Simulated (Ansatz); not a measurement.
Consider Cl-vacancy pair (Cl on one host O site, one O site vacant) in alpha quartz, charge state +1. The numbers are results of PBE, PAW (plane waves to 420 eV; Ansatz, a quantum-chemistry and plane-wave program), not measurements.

Settings: 72 host sites, the relaxed PBE lattice, the Γ point alone, smearing 0.01 eV, spin-restricted, no image-charge correction. Static, classical nuclei. The charge state is imposed; whether it is stable for some Fermi level was not computed. Forms of the defect that were not tried may lie lower.

Barriers: single points on a 2×2×2 k-point mesh shifted by half a step along c at the bands' geometries.

Relaxed starting cell (atoms counted from 1):

```
ClO46Si24
1.0
   10.04225     0.00000     0.00000
   -5.02113     8.69685     0.00000
    0.00000     0.00000    11.01902
Si Cl O
24 1 46
Direct
  0.95471   0.22601   0.20363
  0.00415   0.24129   0.66618
  0.99511   0.72895   0.16757
  0.99297   0.73939   0.66715
  0.49288   0.23930   0.17054
  0.49941   0.22758   0.66677
  0.50577   0.74759   0.16310
  0.50198   0.74312   0.66527
  0.27620   0.27018   0.98421
  0.26505   0.25902   0.50120
  0.25987   0.76442   0.00034
  0.25497   0.75886   0.50380
  0.75276   0.25736   0.00286
  0.76381   0.26458   0.50327
  0.75408   0.74901   0.99747
  0.76631   0.77167   0.49269
  0.23008   0.99438   0.33375
  0.23940   0.99589   0.82736
  0.24641   0.50437   0.34101
  0.23829   0.50815   0.83017
  0.75546   0.02252   0.32705
  0.74304   0.99838   0.83404
  0.73807   0.50002   0.33626
  0.73379   0.49114   0.83181
  0.07866   0.12728   0.10328
  0.13474   0.21209   0.60569
  0.12636   0.70331   0.10359
  0.12210   0.70907   0.60586
  0.60844   0.20318   0.09441
  0.63425   0.20367   0.60863
  0.61745   0.69628   0.09721
  0.62865   0.71955   0.59139
  0.30428   0.42029   0.43592
  0.27817   0.42296   0.94196
  0.28810   0.91377   0.43175
  0.28628   0.92452   0.94083
  0.79024   0.42376   0.44339
  0.79690   0.41659   0.93301
  0.80732   0.93251   0.42220
  0.79278   0.90999   0.93252
  0.36157   0.07959   0.22953
  0.37162   0.06246   0.72353
  0.38186   0.60308   0.24383
  0.38068   0.58310   0.73434
  0.87989   0.08450   0.73455
  0.87228   0.56889   0.23299
  0.86294   0.57813   0.72711
  0.41569   0.30556   0.07268
  0.42277   0.28301   0.56264
  0.41948   0.79553   0.06217
  0.41438   0.79400   0.56805
  0.89818   0.28538   0.08896
  0.92434   0.29032   0.55967
  0.91018   0.77701   0.06485
  0.92030   0.80030   0.56366
  0.19954   0.12160   0.40012
  0.23003   0.14509   0.87898
  0.19720   0.61600   0.40892
  0.20851   0.63696   0.89242
  0.70440   0.13277   0.39704
  0.71333   0.12285   0.90509
  0.71280   0.63555   0.39195
  0.69588   0.61313   0.89717
  0.09180   0.36994   0.27276
  0.08170   0.38065   0.76489
  0.07137   0.86619   0.26878
  0.07329   0.87171   0.77208
  0.57830   0.36967   0.27393
  0.57268   0.35704   0.77382
  0.61243   0.90075   0.24482
  0.58434   0.87715   0.76702
```
Cell charge +1.

End state 1 differs by these moves (Å; atoms that move under 0.08 Å are left out):

```json
[
 {"atom": "1", "element": "Si", "Δx": "0.21", "Δy": "0.35", "Δz": "-0.19"},
 {"atom": "6", "element": "Si", "Δx": "0.03", "Δy": "-0.03", "Δz": "-0.07"},
 {"atom": "7", "element": "Si", "Δx": "0.05", "Δy": "0.24", "Δz": "0.14"},
 {"atom": "11", "element": "Si", "Δx": "0.05", "Δy": "0.03", "Δz": "0.06"},
 {"atom": "14", "element": "Si", "Δx": "0.09", "Δy": "-0.32", "Δz": "-0.14"},
 {"atom": "16", "element": "Si", "Δx": "-0.02", "Δy": "-0.15", "Δz": "0.13"},
 {"atom": "18", "element": "Si", "Δx": "0.08", "Δy": "0.00", "Δz": "0.01"},
 {"atom": "19", "element": "Si", "Δx": "0.13", "Δy": "0.15", "Δz": "-0.03"},
 {"atom": "20", "element": "Si", "Δx": "-0.08", "Δy": "-0.01", "Δz": "0.03"},
 {"atom": "21", "element": "Si", "Δx": "-0.21", "Δy": "0.03", "Δz": "0.38"},
 {"atom": "23", "element": "Si", "Δx": "0.06", "Δy": "-0.11", "Δz": "-0.04"},
 {"atom": "25", "element": "Cl", "Δx": "0.01", "Δy": "0.03", "Δz": "-0.08"},
 {"atom": "27", "element": "O", "Δx": "0.05", "Δy": "0.06", "Δz": "0.07"},
 {"atom": "29", "element": "O", "Δx": "0.06", "Δy": "0.03", "Δz": "0.07"},
 {"atom": "30", "element": "O", "Δx": "-0.02", "Δy": "-0.11", "Δz": "-0.15"},
 {"atom": "31", "element": "O", "Δx": "0.09", "Δy": "0.35", "Δz": "0.16"},
 {"atom": "32", "element": "O", "Δx": "-0.02", "Δy": "-0.20", "Δz": "0.11"},
 {"atom": "36", "element": "O", "Δx": "0.08", "Δy": "0.04", "Δz": "0.03"},
 {"atom": "37", "element": "O", "Δx": "0.12", "Δy": "-0.44", "Δz": "-0.38"},
 {"atom": "39", "element": "O", "Δx": "-0.22", "Δy": "-0.26", "Δz": "0.10"},
 {"atom": "40", "element": "O", "Δx": "0.10", "Δy": "-0.04", "Δz": "-0.12"},
 {"atom": "43", "element": "O", "Δx": "0.28", "Δy": "0.26", "Δz": "0.26"},
 {"atom": "44", "element": "O", "Δx": "-0.09", "Δy": "-0.02", "Δz": "0.02"},
 {"atom": "47", "element": "O", "Δx": "-0.05", "Δy": "0.05", "Δz": "0.06"},
 {"atom": "48", "element": "O", "Δx": "0.05", "Δy": "-0.03", "Δz": "-0.11"},
 {"atom": "50", "element": "O", "Δx": "0.05", "Δy": "0.00", "Δz": "0.08"},
 {"atom": "52", "element": "O", "Δx": "0.05", "Δy": "0.13", "Δz": "-0.12"},
 {"atom": "54", "element": "O", "Δx": "0.09", "Δy": "0.01", "Δz": "-0.07"},
 {"atom": "55", "element": "O", "Δx": "-0.07", "Δy": "0.07", "Δz": "0.13"},
 {"atom": "60", "element": "O", "Δx": "1.87", "Δy": "0.09", "Δz": "-1.22"},
 {"atom": "61", "element": "O", "Δx": "0.03", "Δy": "-0.08", "Δz": "0.07"},
 {"atom": "62", "element": "O", "Δx": "0.21", "Δy": "-0.20", "Δz": "0.25"},
 {"atom": "63", "element": "O", "Δx": "-0.06", "Δy": "-0.09", "Δz": "0.14"},
 {"atom": "64", "element": "O", "Δx": "0.28", "Δy": "0.40", "Δz": "-0.43"},
 {"atom": "65", "element": "O", "Δx": "-0.10", "Δy": "0.01", "Δz": "0.01"},
 {"atom": "67", "element": "O", "Δx": "0.10", "Δy": "-0.02", "Δz": "0.05"},
 {"atom": "68", "element": "O", "Δx": "-0.11", "Δy": "0.10", "Δz": "-0.11"},
 {"atom": "69", "element": "O", "Δx": "0.03", "Δy": "0.00", "Δz": "-0.09"},
 {"atom": "70", "element": "O", "Δx": "-0.24", "Δy": "0.29", "Δz": "0.14"}
]
```

**Question.** What is the computed forward and backward barriers to end state 1 (PBE, PAW)?

**Answer.** forward 3.30 eV, backward 3.00 eV; at the saddle point atom 60 has neighbours Si at 1.70, Si at 1.83, Si at 2.03 Å. The saddle point's order was not checked.
